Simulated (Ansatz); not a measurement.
In a free triangular strip chain of Ga atoms, spin-degenerate bands cross the Fermi level 4 times between Γ and the zone edge.

The numbers are results of PBE (plane waves to 420 eV, PAW; Ansatz, an electronic-structure program), not measurements. Mesh 1×1×108. No spin polarisation, so a magnetic state wasn't tested. Isolated but for its images some 11 Å away. A hypothetical model. It keeps the symmetry and period of its start, so it need not be a minimum against all distortions. Pairing along the axis, which can open a gap, is among the distortions not tried.

What are the conductance and the two-terminal resistance of a perfect, endless piece?

Each crossing on the half of the zone with k > 0 has a partner at −k, so it gives one mode in each direction. Counting spin there are 8 modes, each carrying e²/h = 38.74 μS. G = 8 × 38.74 = 309.9 μS and R = 1/G = 3.23 kΩ, whatever the length. Scattering by phonons, roughness and contacts can only raise R.
